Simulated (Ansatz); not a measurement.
## How the lattice parameter a of Y (model structure, Im-3m, No. 229, 1 atoms in the cell) moves with the method

No measured value is used here.

| level (code) | value (Å) |
|---|---|
| LDA (Ansatz) | … |
| PBE (Ansatz) | 4.042 |
| PBEsol (Ansatz) | 3.973 |
| r²SCAN (Ansatz) | 4.067 |

Q: What belongs in the gaps?

A: 
- LDA (Ansatz, an electronic-structure program), value (Å): 3.911

The crystal itself was run without spin with r²SCAN; a magnetic state was not tried in these runs. Cutoffs differ between the levels. Ansatz's density-functional and Hartree–Fock values are scalar-relativistic unless marked +SOC, with PAW data made under PBE.

A model structure was made by putting elements into a prototype or built by hand; it is no filed structure, need not be a known phase, and can be a saddle point held by its symmetry.
